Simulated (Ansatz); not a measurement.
Consider Te in the diamond structure (space group Fd-3m, No. 227; a hypothetical phase, not in the database extracts checked).

```
Te
1.0
    0.00000     3.59265     3.59265
    3.59265     0.00000     3.59265
    3.59265     3.59265     0.00000
Te
2
Direct
  0.25000   0.25000   0.25000
  0.00000   0.00000   0.00000
```

Method: PBE/PAW in Ansatz (a first-principles code), no spin-orbit coupling.

One change was made to it. Results:

| quantity | base | after |
|---|---|---|
| shortest interatomic distance | 3.111 Å | 3.100 Å |
| density | 4.57 g/cm³ | 4.62 g/cm³ |
| band gap | zero | zero |

Problem. What was done to the base?
(A) pressure 7.5 GPa
(B) pressure 0.3 GPa
(C) pressure −1 GPa
(D) pressure 10 GPa

Solution. B, pressure 0.3 GPa. For comparison, the shortest interatomic distance in the other runs: pressure 10 GPa gives 2.881 Å; pressure 7.5 GPa gives 2.922 Å; pressure −1 GPa gives 3.154 Å.

Load acts through the strain it causes; cell and atoms are relaxed under it. No phonon test of stability was made. No other phases were tried under pressure.
